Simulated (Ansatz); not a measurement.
## TiTe2 (model structure, started from the rutile type, P4₂/mnm, No. 136, 6 atoms in the cell)

All values below come from PBEsol (Ansatz, an electronic-structure program, PAW).

Run with plane-wave cutoff 500 eV, 6×6×10 k mesh (along the axes of the cell as run), Fermi–Dirac smearing 0.05 eV, no spin polarisation, scalar-relativistic PAW data made under PBE.

Cell (relaxed at this level):

```
CELL_PARAMETERS angstrom
      6.68314     0.00000     0.00000
      0.00000     6.68314     0.00000
      0.00000     0.00000     3.64408
ATOMIC_POSITIONS crystal
  Ti 0.00000 0.00000 0.00000
  Ti 0.50000 0.50000 0.50000
  Te 0.29344 0.29344 0.00000
  Te 0.79344 0.20656 0.50000
  Te 0.20656 0.79344 0.50000
  Te 0.70656 0.70656 0.00000
```

```
Property  Value
--------  -----
band gap   none
```

Note: the relaxation could raise the start's symmetry but not lower it, so the cell can be a saddle point.

Spin–orbit coupling is not included.

The computed numbers hold no vibrational or temperature effects.

A model structure was made by putting elements into a prototype or built by hand; it is no filed structure, need not be a known phase, and can be a saddle point held by its symmetry.
